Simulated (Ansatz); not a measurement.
**Thickness series in BeRh**

The reference is BeRh in the CsCl type structure (space group Pm-3m, No. 221; a cell from a computed database, its experimental status unchecked).

```xyz
2
Lattice="2.7529 0.0000 0.0000 0.0000 2.7529 0.0000 0.0000 0.0000 2.7529" Properties=species:S:1:pos:R:3 pbc="T T T"
Be     0.0000     0.0000     0.0000
Rh     1.3764     1.3764     1.3764
```

Cartesian axes are those of the cell as printed.

Free-standing slabs (2 atom(s) a layer) normal to [110] with 15 Å of vacuum; in-plane cell held at bulk.

The values are results of PBEsol (Ansatz, a quantum-chemistry and plane-wave program, PAW, spin-orbit coupling left out), not measurements.

Notes on the quantities. excess energy per area of both faces: slab less bulk energy over the cell's area: twice a surface energy; uncertain by up to 0.2 J/m²; layer's space group: with vacuum.

```csv
change,excess energy per area of both faces,layer's space group,shortest interatomic distance
base,–,–,2.384 Å
1 layer,–,Pmmm (No. 47),2.384 Å
2 layers,5.39 J/m²,Pmma (No. 51),2.278 Å
3 layers,5.3 J/m²,Pmmm (No. 47),2.315 Å
4 layers,5.2 J/m²,Pmma (No. 51),2.295 Å
5 layers,5.2 J/m²,Pmmm (No. 47),2.298 Å
6 layers,5.2 J/m²,Pmma (No. 51),2.294 Å
7 layers,5.2 J/m²,Pmmm (No. 47),2.297 Å
```

Slab and bulk use different k-meshes, which limits the precision of the excess energy. Stability against distortions was not tested. All final runs are without spin polarisation. BeRh has a high density of states at the Fermi level and may be magnetic at this level.
